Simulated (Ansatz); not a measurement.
Base system: CdGa2Te4 (space group I-4, No. 82).

```cif
data_CdGa2Te4
_chemical_formula_sum 'Cd1 Ga2 Te4'
_space_group_name_H-M_alt 'P 1'
_space_group_IT_number 1
_cell_length_a 7.30572
_cell_length_b 7.30572
_cell_length_c 7.30572
_cell_angle_alpha 130.607
_cell_angle_beta 130.607
_cell_angle_gamma 72.439
loop_
_space_group_symop_operation_xyz
  'x, y, z'
loop_
_atom_site_label
_atom_site_type_symbol
_atom_site_fract_x
_atom_site_fract_y
_atom_site_fract_z
_atom_site_occupancy
Cd1 Cd 0.00000 0.00000 0.00000 1
Ga1 Ga 0.75000 0.25000 0.50000 1
Ga2 Ga 0.50000 0.50000 0.00000 1
Te1 Te 0.38648 0.41911 0.52605 1
Te2 Te 0.58089 0.10694 0.96737 1
Te3 Te 0.89306 0.86043 0.47395 1
Te4 Te 0.13957 0.61352 0.03263 1
```

Calculations: PBEsol/PAW in Ansatz (a first-principles code), scalar-relativistic without spin-orbit coupling.

For the base:

The valence-band top at Γ comes out as 0.00, 0.00, -0.24 eV and the electron mass is 0.19 mₑ along c, 0.091 mₑ across (at Γ). The pressure is 0.0 kbar.

Modification: every lattice vector is stretched by 2.25 %, atoms relaxed at fixed cell.

Problem. Predict the new valence-band top at Γ, electron mass, largest internal atomic displacement, mean gap deformation potential ΔEg/Δln V and pressure.

Solution. The valence-band top at Γ (three highest levels, from the VBM) goes from 0.00, 0.00, -0.24 eV to 0.00, 0.00, -0.12 eV; the electron mass becomes 0.14 mₑ along c, 0.094 mₑ across (at Γ) (base: 0.19 mₑ along c, 0.091 mₑ across (at Γ)); the largest internal atomic displacement comes out as 0.076 Å; the mean gap deformation potential ΔEg/Δln V comes out as -1.9 eV; the pressure (mean of the normal stresses, compression positive) goes from zero to -17.1 kbar.

Spin-orbit coupling, missing from the scalar runs, can matter with Te. The cells carry an imposed strain or load. Masses are band curvatures over ±0.01 Å⁻¹ around the edge. Whether these cells are dynamically stable was not tested.
